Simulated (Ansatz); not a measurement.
Structure of amorphous In₂₄O₃₇Li₂ (periodic cell):

```
In24Li2O37
1.0
    9.45616    -0.41874    -0.17992
   -0.41874     9.41549    -0.50830
   -0.17992    -0.50830     9.72947
In O Li
24 37 2
Direct
  0.73274   0.38261   0.68254
  0.26238   0.12459   0.35154
  0.21872   0.49987   0.25086
  0.04648   0.57373   0.60012
  0.56199   0.70131   0.14812
  0.70053   0.67755   0.52674
  0.79897   0.05540   0.72807
  0.42863   0.14799   0.64266
  0.13925   0.28025   0.73898
  0.39975   0.46803   0.58540
  0.51637   0.81913   0.84238
  0.91701   0.24572   0.39833
  0.88977   0.60588   0.22214
  0.01714   0.93408   0.14253
  0.32715   0.19523   0.03620
  0.17394   0.63882   0.95182
  0.95816   0.31236   0.02230
  0.64131   0.00413   0.42872
  0.81855   0.70437   0.91675
  0.37107   0.79368   0.51419
  0.02237   0.87172   0.46092
  0.69221   0.05097   0.07188
  0.57325   0.32349   0.28827
  0.15447   0.93440   0.80386
  0.48203   0.14689   0.41455
  0.80337   0.79288   0.13624
  0.89702   0.63248   0.44030
  0.01996   0.08035   0.72905
  0.21091   0.50682   0.75610
  0.60729   0.45268   0.48657
  0.90958   0.10098   0.06176
  0.73030   0.15655   0.28580
  0.26697   0.26979   0.55727
  0.53244   0.96548   0.64959
  0.33889   0.32145   0.25145
  0.74615   0.18052   0.56942
  0.50224   0.68001   0.64166
  0.59476   0.62542   0.93073
  0.52346   0.89958   0.07101
  0.00216   0.39638   0.24738
  0.51122   0.35944   0.74349
  0.80464   0.89649   0.53234
  0.16964   0.32914   0.96786
  0.55041   0.78162   0.37001
  0.55065   0.22579   0.06766
  0.97499   0.36051   0.59072
  0.67163   0.50521   0.18692
  0.96009   0.54376   0.00843
  0.78881   0.27496   0.86400
  0.73082   0.91033   0.86474
  0.82418   0.59891   0.71036
  0.30277   0.12035   0.81912
  0.33252   0.59808   0.10167
  0.03187   0.81426   0.93931
  0.11177   0.78544   0.62939
  0.22573   0.03774   0.14111
  0.25605   0.96336   0.49065
  0.30274   0.79549   0.85995
  0.07568   0.76289   0.26203
  0.25600   0.58011   0.46058
  0.02894   0.06678   0.35704
  0.43295   0.49752   0.87814
  0.64790   0.37986   0.98646
```

Methods: PBE, scalar-relativistic without spin-orbit coupling (Ansatz, a quantum-chemistry and plane-wave program); r2SCAN, scalar-relativistic without spin-orbit coupling (Ansatz); HSE06, scalar-relativistic without spin-orbit coupling (Ansatz). Neutral PBE cell, which sets geometry, pressure and energy: sampling: a 2×2×2 Γ-centred mesh; Fermi-Dirac width 0.02 eV; no spin polarisation. Exact exchange is cut at the faces of this 9 Å cell, which leaves hybrid gaps a finite-size error.

It comes from a melt-quench run on a machine-learned potential (CHGNet), relaxed afterwards by DFT. O atoms were pushed apart under 1.9 Å during the dynamics, to hinder bonds among them. The hot cell started wider than the set density and was brought back towards it in steps. It is the lowest in DFT energy of 2 quenches. It is a model cell: composition and starting density were chosen by hand, and all elements were melted together. No dispersion term was used. Its density started from a set value of 6.38 and ended at 6.48 g/cm³. The simulated quench (nominally 280 K/ps over its main leg) is rapid and tends to freeze in more defects than a deposited or slowly cooled glass has. Values belong to this one cell and scatter from quench to quench. Volume and shape were free in the relaxation.

Question: Give the pressure, the energy against reference phases and the spacing of the highest filled and lowest empty levels.

Answer: 
| Item | Value |
|---|---|
| Pressure on a 2×2×2 Γ-centred mesh | 0.15 GPa |
| Largest force and stress component on that mesh (the relaxation ran on the zone centre alone) | 0.11 eV/Å and 0.2 GPa |
| Energy relative to bixbyite In2O3 + Li2O (Fm-3m) (lowest mix at this level among the phases computed, not always the ambient ones) | 0.130 eV/atom |
| Level gap on a 2×2×2 Γ-centred mesh (PBE) | 0.41 eV |
| Level gap at the zone centre (PBE) | 0.46 eV |
| Level gap at the zone centre (r2SCAN) | 0.87 eV |
| Level gap at the zone centre (HSE06) | 1.82 eV |
| Distance between the nearest levels spread over more than a fifth of the atoms or a third of the atoms of their main element (six at least) (PBE, zone centre) | 0.69 eV |

Question: At PBE and the zone centre, how localised are the states just below and above the Fermi level (participation number: the atoms over which a state spreads)?

Answer: The highest filled state is spread over 5.7 atoms' worth, largest on O39, with weights by element (charge in smoothed Voronoi cells) O 0.95, In 0.05, Li 0.00. The lowest empty state is spread over 58.9 atoms' worth, largest on O39, with weights by element (charge in smoothed Voronoi cells) O 0.56, In 0.42, Li 0.02.

At PBE the levels at the filled edge of the gap are localised (band-tail or defect states).

Neighbours within In-In 3.12 Å, In-O 2.70 Å, In-Li 2.99 Å, O-O 1.58 Å, O-Li 2.33 Å, Li-Li 2.86 Å count as bonded. Two cations that share two anions don't count as bonded, nor two that share one unless they lie closer than In-In 3.04 Å, In-Li 2.91 Å, Li-Li 2.78 Å.
